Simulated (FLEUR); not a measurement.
# Input and output of a self-consistent single point for GaBi (F-43m, 2 atoms in the cell) (FLEUR)

Method of the run: LDA (Vosko-Wilk-Nusair), all-electron FLAPW (FLEUR), scalar-relativistic valence in FLEUR.

Input:

Input of the input generator:

```
scf GaBi
&input film=f /
0.0000000000 6.0143651964 6.0143651964
6.0143651964 0.0000000000 6.0143651964
6.0143651964 6.0143651964 0.0000000000
1.0
1.0 1.0 1.0

2
31 0.2500000000 0.2500000000 0.2500000000
83 0.0000000000 0.0000000000 0.0000000000

&comp jspins=1 /
&exco xctyp='vwn' /
&kpt div1=12 div2=12 div3=12 gamma=t /
&end /
```

```xml
<?xml version="1.0" encoding="UTF-8" standalone="no"?>
<fleurInput fleurInputVersion="0.39">
   <comment>
      scf GaBi                                                                                            
   </comment>
   <calculationSetup>
      <cutoffs Kmax="4.1" Gmax="12.3" GmaxXC="12.3" numbands="0"/>
      <scfLoop itmax="100" minDistance="0.00001" maxIterBroyd="15" imix="Anderson" alpha="0.05" precondParam="0.0" spinf="2.0"/>
      <coreElectrons ctail="T" frcor="F" kcrel="0" coretail_lmax="0"/>
      <xcFunctional name="vwn" relativisticCorrections="F"/>
      <magnetism jspins="1"/>
      <soc l_soc="F" theta="0.0" phi="0.0" spav="F"/>
      <expertModes spex="0" secvar="F"/>
      <geometryOptimization l_f="T" forcealpha="1.0" forcemix="BFGS" epsdisp="0.00001" epsforce="0.00001"/>
      <ldaU l_linMix="F" mixParam="0.05" spinf="1.0"/>
   </calculationSetup>
   <cell>
      <bzIntegration valenceElectrons="28.0" mode="gauss" fermiSmearingEnergy="0.00734986">
         <kPointListSelection listName="default-1"/>
         <!-- k-points included here -->
         <xi:include xmlns:xi="http://www.w3.org/2001/XInclude" href="kpts.xml"> </xi:include>
      </bzIntegration>
      <!-- symmetry operations included here -->
      <xi:include xmlns:xi="http://www.w3.org/2001/XInclude" href="sym.xml"> </xi:include>
      <bulkLattice scale="1.0">
         <bravaisMatrix>
            <row-1>    0.0000000000000000     6.0143651964000000     6.0143651964000000</row-1>
            <row-2>    6.0143651964000000     0.0000000000000000     6.0143651964000000</row-2>
            <row-3>    6.0143651964000000     6.0143651964000000     0.0000000000000000</row-3>
         </bravaisMatrix>
      </bulkLattice>
   </cell>
   <atomSpecies>
      <species name="Gallium (Ga)" element="Ga" atomicNumber="31">
         <mtSphere radius="2.43" gridPoints="839" logIncrement="0.015"/>
         <atomicCutoffs lmax="10" lnonsphr="8"/>
         <electronConfig flipSpins="F">
            <coreConfig>(1s1/2) (2s1/2) (2p1/2) (2p3/2) (3s1/2) (3p1/2) (3p3/2)</coreConfig>
            <valenceConfig>(4s1/2) (3d3/2) (3d5/2) (4p1/2) (4p3/2)</valenceConfig>
            <stateOccupation state="(4p1/2)" spinUp="0.1666666666667" spinDown="0.1666666666667"/>
            <stateOccupation state="(4p3/2)" spinUp="0.3333333333333" spinDown="0.3333333333333"/>
         </electronConfig>
         <energyParameters s="4" p="4" d="3" f="4"/>
         <lo type="HELO" l="2" n="4" eDeriv="0"/>
      </species>
      <species name="Bismuth (Bi)" element="Bi" atomicNumber="83">
         <mtSphere radius="2.43" gridPoints="839" logIncrement="0.016"/>
         <atomicCutoffs lmax="10" lnonsphr="8"/>
         <electronConfig flipSpins="F">
            <coreConfig>(1s1/2) (2s1/2) (2p1/2) (2p3/2) (3s1/2) (3p1/2) (3p3/2) (4s1/2) (3d3/2) (3d5/2) (4p1/2) (4p3/2) (5s1/2) (4d3/2) (4d5/2) (5p1/2) (5p3/2) (4f5/2) (4f7/2)</coreConfig>
            <valenceConfig>(6s1/2) (5d3/2) (5d5/2) (6p1/2) (6p3/2)</valenceConfig>
            <stateOccupation state="(6p1/2)" spinUp="0.5" spinDown="0.5"/>
            <stateOccupation state="(6p3/2)" spinUp="1.0" spinDown="1.0"/>
         </electronConfig>
         <energyParameters s="6" p="6" d="6" f="5"/>
         <lo type="SCLO" l="2" n="5" eDeriv="0"/>
      </species>
   </atomSpecies>
   <atomGroups>
      <atomGroup species="Gallium (Ga)">
         <relPos label="                   1">1.000/4.000 1.000/4.000 1.000/4.000</relPos>
         <force calculate="T" relaxXYZ="TTT"/>
      </atomGroup>
      <atomGroup species="Bismuth (Bi)">
         <relPos label="                   2">.0000000000 .0000000000 .0000000000</relPos>
         <force calculate="T" relaxXYZ="TTT"/>
      </atomGroup>
   </atomGroups>
   <output dos="F" band="F" slice="F">
      <checks vchk="F" cdinf="F"/>
      <bandDOS minEnergy="-.5*Htr" maxEnergy="0.5*Htr" sigma="0.015" storeEVData="T"/>
      <vacuumDOS vacdos="F" integ="F" star="F" nstars="0" locx1="0.0" locy1="0.0" locx2="0.0" locy2="0.0" nstm="0" tworkf="0.0"/>
      <unfoldingBand unfoldBand="F" supercellX="1" supercellY="1" supercellZ="1"/>
      <plotting iplot="0" polar="F">
         <plot TwoD="T" vec1="  1.0  0.0  0.0" vec2="  0.0  1.0  0.0" vec3="  0.0  0.0  1.0" zero="  0.0  0.0  0.0" file="plot"/>
      </plotting>
      <chargeDensitySlicing numkpt="0" minEigenval="0.0" maxEigenval="0.0" nnne="0" pallst="F"/>
      <specialOutput eonly="F"/>
      <magneticCircularDichroism mcd="F" energyLo="-10.0" energyUp="0.0"/>
   </output>
  <!-- We include the file relax.xml here to enable relaxations (see documentation) -->
  <xi:include xmlns:xi="http://www.w3.org/2001/XInclude" href="relax.xml"> <xi:fallback/> </xi:include>
</fleurInput>
```

The program printed (abridged):

```
      Welcome to FLEUR        (www.flapw.de)
      MaX-Release 8.1          (www.max-centre.eu)

 ========== k-point set info ==========
 Selected k-point list: default-1
 k-point list type: mesh
 12 x 12 x 12
 Number of k points: 72

 ------------Calculation Setup---------------------------
           1           2           3           4           6           8           9          12          18          24          36          72
 Number of basis functions:          542
 Iteration:     1   Distance:       5.33770959 me/bohr^3
 Iteration:     2   Distance:       4.98301655 me/bohr^3
 Iteration:     3   Distance:       2.12858318 me/bohr^3
 Iteration:     4   Distance:       0.37512738 me/bohr^3
 Iteration:     5   Distance:       0.32175775 me/bohr^3
 Iteration:     6   Distance:       0.10557516 me/bohr^3
   [... 4 lines left out ...]
 Iteration:    11   Distance:       0.00037928 me/bohr^3
 Iteration:    12   Distance:       0.00008996 me/bohr^3
 Iteration:    13   Distance:       0.00003022 me/bohr^3
 Iteration:    14   Distance:       0.00001751 me/bohr^3
 Iteration:    15   Distance:       0.00000099 me/bohr^3
 Run finished successfully
 Stop message:
   Structural relaxation: Done

[file out, last iteration]
             iter=     16
          p o t e n t i a l   g e n e r a t o r
[...]
          integral of pseudo charge density inside the slab=        0.000000   0.000000
     coulomb potential in the interstitial region:
          density-coulomb potential integrals
          total density-coulomb potenti   -41079.6497734717
          density-effective potential integrals for spin  1
          total density-effective poten   -4.1690170855E+04
          charge density-energy density integrals
          total charge density-energy d   -4.6000627430E+02
 Updated energy parameters for spin:           1
  Atom    1 4s branch from -5.07 to  0.74 htr. ; e_l = -0.0586
  Atom    1 4p branch from -3.28 to  1.33 htr. ; e_l =  0.1482
  Atom    1 3d branch from -9.99 to -0.34 htr. ; e_l = -0.3646
  Atom    1 4f branch from -9.99 to  3.04 htr. ; e_l =  0.5092
  Atom    1-4d branch from  1.81 to  1.81 htr. ; e_l(l  1.8128
  Atom    2 6s branch from -5.43 to  0.62 htr. ; e_l = -0.2632
  Atom    2 6p branch from -3.15 to  1.62 htr. ; e_l =  0.0181
  Atom    2 6d branch from -0.55 to  3.20 htr. ; e_l =  0.2150
  Atom    2 5f branch from -5.24 to  1.88 htr. ; e_l =  0.3520
  Atom    2 5d branch from-15.38 to -0.55 htr. ; e_l(l -0.6394
[...]
 fermi energy and band-weighting factors:
at   0.00000   0.00000   0.00000   k-weight:    0.000579
   22 eigenvalues :
   -0.642862   -0.642862   -0.642862   -0.641469   -0.641469   -0.371804   -0.371804   -0.371804
   -0.370433   -0.370433   -0.266708    0.111515    0.186939    0.186939    0.186939    0.284717
    0.284717    0.284717    0.362262    0.510910    0.510910    0.510910
   [... 2 blocks of this kind left out ...]

[...]
FERMIE:
          first approx. to ef    (T=0)  :   0.182380 htr   (energy of the highest occ. eigenvalue)
          number of occ. states  (T=0)  :       1007
          first approx. to seigv (T=0)  : -10.197406 htr
          sum of weights of occ. states :  14.001157
          sum of semicore charge        :   0.000000 e
   [... lines left out ...]
          total moment                 =     0.00000
 Direct bandgap for spin            1 :    1.9365192692820637E-002  Htr
   [... lines left out ...]
          0.00422942  electrons lost from core.
          total charge for spin  1=  114.000000
          interst. charge =       3.982893
          mt charge=             29.713558   80.303550
          total charge  =  114.000000
          zc=   114.000000     qfix=    1.000000
     t o t a l  e n e r g y
          sum of eigenvalues =            -14485.3285236563
          density-coulomb potential int   -41079.6497734717
          density-effective potential i   -41690.1708546060
          charge density-ex.-corr.energ     -460.0062742962
          el.-nucl. inter. diff. m.t.       2338.0234149722
          Madelung term for atom type:       -10.6947041586
          el.-nucl. inter. diff. m.t.      27319.3111522358
          Madelung term for atom type:       -48.4107454038
 ---->    total energy=                   -23511.4288468528 htr
 ---->    (input%tkb*entropy) TS=              0.0000000000 htr
 ---->    free energy=                    -23511.4288468528 htr
      extrapolation for T->0
 ---->    total electron energy=          -23511.4288468528 htr
 ***** TOTAL FORCES ON ATOMS *****
 TOTAL FORCE FOR ATOM TYPE=  1  X=  3.007   Y=  3.007   Z=  3.007
                       FX_TOT= 0.000000 FY_TOT= 0.000000 FZ_TOT= 0.000000
 TOTAL FORCE FOR ATOM TYPE=  2  X=  0.000   Y=  0.000   Z=  0.000
                       FX_TOT= 0.000000 FY_TOT= 0.000000 FZ_TOT= 0.000000
 Structural relaxation: Done
```

The run converged in 15 iterations. FLEUR gives forces in its relaxation mode, with a further iteration, so its stop message speaks of a relaxation.

The starting cell comes from a database of computed structures (which also holds hypothetical and non-ambient phases and stackings), without a prior relaxation at this level. Spin-orbit coupling is off. Values depend on the basis (sphere radii, cutoffs, local orbitals), which need not be converged. The log's line on a gap gives a spacing of levels on this mesh, which the program prints for metals too.

Cost on one core of a shared machine: roughly 2 min.
